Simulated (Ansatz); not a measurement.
Pressure series in SnTe

The reference is SnTe in the rock salt structure (space group Fm-3m, No. 225; a = 6.3697 Å).

Cell and atoms are relaxed at each pressure.

Level of theory: Ansatz (a quantum-chemistry and plane-wave program) r2SCAN, no spin-orbit coupling.

```json
[
 {"variant": "base", "band gap": "0.13 eV", "lattice parameter a": "6.370 Å"},
 {"variant": "pressure −2 GPa", "band gap": "?", "lattice parameter a": "?"},
 {"variant": "pressure −1 GPa", "band gap": "0.20 eV", "lattice parameter a": "6.421 Å"},
 {"variant": "pressure 0.9 GPa", "band gap": "0.07 eV", "lattice parameter a": "6.329 Å"},
 {"variant": "pressure 2.1 GPa", "band gap": "zero", "lattice parameter a": "6.278 Å"},
 {"variant": "pressure 9 GPa", "band gap": "zero", "lattice parameter a": "6.063 Å"},
 {"variant": "pressure 15 GPa", "band gap": "zero", "lattice parameter a": "5.931 Å"},
 {"variant": "pressure 22.5 GPa", "band gap": "zero", "lattice parameter a": "5.801 Å"},
 {"variant": "pressure 30 GPa", "band gap": "zero", "lattice parameter a": "5.701 Å"}
]
```

Task: What belongs in the blanks?

Result: 
- pressure −2 GPa, band gap: 0.28 eV
- pressure −2 GPa, lattice parameter a: 6.479 Å

Spin-orbit coupling, missing from the scalar runs, can matter with Te. Load acts through the strain it causes; cell and atoms are relaxed under it. No phonon test of stability was made. Competing high-pressure phases were not computed. All final runs are without spin polarisation. A zero or small gap of SnTe can be the functional's error rather than a property of the material.
